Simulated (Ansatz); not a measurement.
## Mo2SiC (model structure, started from the MAX type, P6₃/mmc, No. 194, 8 atoms in the cell)

The numbers are results of PBE in Ansatz (plane waves, PAW), not measurements.

Settings: plane-wave cutoff 520 eV, 24×24×4 k mesh (along the axes of the cell as run), Fermi–Dirac smearing 0.05 eV, no spin polarisation, scalar-relativistic PAW data made under PBE.

Cell (relaxed at this level):

```yaml
crystal:
  lattice:
    - [3.10302, 0.00000, 0.00000]
    - [-1.55151, 2.68730, 0.00000]
    - [0.00000, 0.00000, 12.39229]
  atoms:
    - { symbol: Si, position: [0.33333, 0.66667, 0.75000] }
    - { symbol: Si, position: [0.66667, 0.33333, 0.25000] }
    - { symbol: Mo, position: [0.33333, 0.66667, 0.09305] }
    - { symbol: Mo, position: [0.66667, 0.33333, 0.59305] }
    - { symbol: Mo, position: [0.66667, 0.33333, 0.90695] }
    - { symbol: Mo, position: [0.33333, 0.66667, 0.40695] }
    - { symbol: C, position: [0.00000, 0.00000, 0.00000] }
    - { symbol: C, position: [0.00000, 0.00000, 0.50000] }
```

```json
{
 "bulk_modulus": "225 GPa"
}
```

Note: the run has no spin polarisation, so it can have missed a magnetic state; the bulk modulus is −V dP/dV from two relaxed cells at ±2 % in volume; the relaxation could raise the start's symmetry but not lower it, so the cell can be a saddle point.

The computed numbers hold no vibrational or temperature effects.

A model structure was made by putting elements into a prototype or built by hand; it is no filed structure, need not be a known phase, and can be a saddle point held by its symmetry.

Ansatz is a first-principles code.
